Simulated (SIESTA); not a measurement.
A self-consistent single point of the (110) slab of VOs (cut from a parent of space group no. 221; 18 atoms in the cell) with SIESTA.

Computed with LDA PW92, numerical atomic orbitals DZP, PseudoDojo LDA standard norm-conserving potentials (rewritten from UPF to PSML) in SIESTA 5.4.2.

The change in words: 18 atoms deep slab. Reference geometry:
```yaml
crystal:
  lattice:
    - [3.00149, 0.00000, 0.00000]
    - [0.00000, 4.24474, 0.00000]
    - [0.00000, 0.00000, 18.24470]
  atoms:
    - { symbol: V, position: [0.00000, 0.75000, 0.38367], spin: 2.0 }
    - { symbol: Os, position: [0.50000, 0.25000, 0.38367] }
    - { symbol: V, position: [0.00000, 0.25000, 0.50000], spin: 2.0 }
    - { symbol: Os, position: [0.50000, 0.75000, 0.50000] }
    - { symbol: V, position: [0.00000, 0.75000, 0.61633], spin: 2.0 }
    - { symbol: Os, position: [0.50000, 0.25000, 0.61633] }
```
(The spins are starting values, not results.)

Reference input (self-consistent single point, DFT, LDA PW92, numerical atomic orbitals DZP, PseudoDojo LDA standard norm-conserving potentials (rewritten from UPF to PSML)): XC.functional = LDA; XC.authors = PW92; potentials = PseudoDojo LDA standard; PAO.BasisSize = DZP; PAO.EnergyShift = 0.01 Ry; MeshCutoff = 350 Ry; kgrid.MonkhorstPack = 5 4 1; OccupationFunction = FD; ElectronicTemperature = 1160.45 K; Spin = polarized; DM.InitSpin = [1 +2.00, 2 +0.00, 3 +2.00, 4 +0.00, 5 +2.00, 6 +0.00]; MaxSCFIterations = 150. This run's input differs from it in these lines:

```diff
@@ -4,3 +4,3 @@
 
-NumberOfAtoms                6
+NumberOfAtoms                18
 NumberOfSpecies              2
@@ -14,3 +14,3 @@
      0.000000000    4.244744000    0.000000000
-     0.000000000    0.000000000   18.244702000
+     0.000000000    0.000000000   30.978911000
 %endblock LatticeVectors
@@ -18,8 +18,20 @@
 %block AtomicCoordinatesAndAtomicSpecies
-     0.000000000    3.183558000    6.999999550  1
-     1.500743500    1.061186000    6.999999550  2
-     0.000000000    1.061186000    9.122296266  1
-     1.500743500    3.183558000    9.122296266  2
-     0.000000000    3.183558000   11.244702450  1
-     1.500743500    1.061186000   11.244702450  2
+     0.000000000    3.183558000    6.999994730  1
+     1.500743500    1.061186000    6.999994730  2
+     0.000000000    1.061186000    9.122297964  1
+     1.500743500    3.183558000    9.122297964  2
+     0.000000000    3.183558000   11.244725115  1
+     1.500743500    1.061186000   11.244725115  2
+     0.000000000    1.061186000   13.367090307  1
+     1.500743500    3.183558000   13.367090307  2
+     0.000000000    3.183558000   15.489517458  1
+     1.500743500    1.061186000   15.489517458  2
+     0.000000000    1.061186000   17.611820693  1
+     1.500743500    3.183558000   17.611820693  2
+     0.000000000    3.183558000   19.734185885  1
+     1.500743500    1.061186000   19.734185885  2
+     0.000000000    1.061186000   21.856613036  1
+     1.500743500    3.183558000   21.856613036  2
+     0.000000000    3.183558000   23.978916270  1
+     1.500743500    1.061186000   23.978916270  2
 %endblock AtomicCoordinatesAndAtomicSpecies
@@ -46,2 +58,14 @@
   6 +0.00
+  7 +2.00
+  8 +0.00
+  9 +2.00
+  10 +0.00
+  11 +2.00
+  12 +0.00
+  13 +2.00
+  14 +0.00
+  15 +2.00
+  16 +0.00
+  17 +2.00
+  18 +0.00
 %endblock DM.InitSpin
```

Log, with long lists cut:

```
        iscf     Eharris(eV)        E_KS(eV)     FreeEng(eV)     dDmax    Ef(eV) dHmax(eV)
   scf:    1   -42610.292473   -42809.026868   -42809.485018  0.657488 -3.171045 31.997192
     spin moment: {S} , |S| = {        0.0        0.0    6.81216 }     6.81216
   scf:    2   -37985.912365   -41289.865707   -41290.533721  0.572554 -4.213911290.358436
     spin moment: {S} , |S| = {        0.0        0.0    8.70240 }     8.70240
   scf:    3   -42287.031427   -42798.372858   -42798.865092  0.701009 -3.566734 52.699967
     spin moment: {S} , |S| = {        0.0        0.0    6.65086 }     6.65086
   [... lines left out ...]
     spin moment: {S} , |S| = {        0.0        0.0    0.35316 }     0.35316
   scf:  148   -42849.287976   -42849.287870   -42850.102085  0.001505 -4.525536  0.013217
     spin moment: {S} , |S| = {        0.0        0.0    0.40361 }     0.40361
   scf:  149   -42849.287890   -42849.287844   -42850.102244  0.001452 -4.525523  0.008033
     spin moment: {S} , |S| = {        0.0        0.0    0.35576 }     0.35576
   scf:  150   -42849.287864   -42849.287843   -42850.102154  0.000833 -4.525560  0.012327
     spin moment: {S} , |S| = {        0.0        0.0    0.38354 }     0.38354
SCF_NOT_CONV: SCF did not converge in maximum number of steps (required).
SCF_NOT_CONV: SCF did not converge in maximum number of steps (required).
Geom step, scf iteration, dDmax, dHmax:    0   150      0.000833     0.000906
Geom step, scf iteration, dDmax, dHmax:    0   150      0.000833     0.000906

ABNORMAL_TERMINATION
ABNORMAL_TERMINATION
Stopping Program from Node:    0
Stopping Program from Node:    0
```

The run ended unconverged after 150 iterations. 

The starting cell comes from a database of computed structures (which also holds hypothetical and non-ambient phases and stackings), without a prior relaxation at this level. The slab is cut from that crystal, and its faces are unrelaxed. Its lattice was rescaled by up to half a per cent. Values carry the incompleteness of an atom-centred basis.

Cost on one core of a shared machine: roughly 20 min.
